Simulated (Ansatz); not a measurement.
**ZrB2 under a change: pressure 22.5 GPa**

Start from ZrB$_{2}$ (space group P6/mmm, No. 191; a = 3.1551 Å, c = 3.5060 Å).

Modification: a hydrostatic pressure of 22.5 GPa.

Calculations: PBEsol (Ansatz, an electronic-structure program, PAW, no spin-orbit coupling). k-mesh 17×17×13 (Γ-centred); smearing 0.05 eV (Fermi–Dirac).

```csv
quantity,base,changed,shift
volume per atom,10.08 Å³,9.32 Å³,-0.750 Å³
lattice parameter a,3.155 Å,3.078 Å,-0.077 Å
c/a ratio,1.111,1.107,-0.004
shortest interatomic distance,1.822 Å,1.777 Å,-0.0443 Å
enthalpy H = E + PV relative to the base's energy,–,+1.36 eV/atom,–
band gap,zero,zero,–
```

Final structure:

```
CELL_PARAMETERS angstrom
      3.07845     0.00000     0.00000
     -1.53922     2.66601     0.00000
      0.00000     0.00000     3.40853
ATOMIC_POSITIONS crystal
  Zr 0.00000 0.00000 0.00000
  B  0.66667 0.33333 0.50000
  B  0.33333 0.66667 0.50000
```

Load acts through the strain it causes; cell and atoms are relaxed under it. Stability against distortions was not tested. Competing high-pressure phases were not computed. All final runs are without spin polarisation.
